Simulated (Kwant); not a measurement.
Device: wire with one Gaussian impurity in a GaAs two-dimensional gas. Effective mass 0.067 mₑ, grid spacing 2.5 nm, hard walls, nominal width 60 nm (23 grid rows, so walls 60 nm apart), one parabolic valley, scattering region 180 nm long along x; energies count from the band bottom; Fermi energy swept from 0.0012472 to 0.026503 eV. Impurity U exp(−r²/2σ²), U = 0.028 eV, σ = 4 nm, 12 nm off the axis.

The device is made up for the run: typed textbook-type constants, with dimensions and the other settings drawn at random.

Computed with Kwant: effective-mass tight-binding model on a square grid, one spin, coherent transport at 0 K. Conductance is in e²/h.

Sweep values stay those of the base run.

The effective mass was swept, all else fixed.

```json
[
 {"effective mass (mₑ)": "0.04", "G (e²/h) at E = 20.14 meV": "1.83", "mean G (e²/h) over the sweep": "1.44", "G (e²/h) at E = 13.77 meV": "1.54", "G (e²/h) at E = 26.50 meV": "2.81"},
 {"effective mass (mₑ)": "0.054", "G (e²/h) at E = 20.14 meV": "2.71", "mean G (e²/h) over the sweep": "1.76", "G (e²/h) at E = 13.77 meV": "1.65", "G (e²/h) at E = 26.50 meV": "2.90"},
 {"effective mass (mₑ)": "0.067", "G (e²/h) at E = 20.14 meV": "2.81", "mean G (e²/h) over the sweep": "1.97", "G (e²/h) at E = 13.77 meV": "1.78", "G (e²/h) at E = 26.50 meV": "3.57"},
 {"effective mass (mₑ)": "0.087", "G (e²/h) at E = 20.14 meV": "3.33", "mean G (e²/h) over the sweep": "2.33", "G (e²/h) at E = 13.77 meV": "2.54", "G (e²/h) at E = 26.50 meV": "3.91"}
]
```

From the first row to the last the G at E = 20.14 meV goes from 1.83 to 3.33. From the first row to the last the mean G over the sweep goes from 1.44 to 2.33.
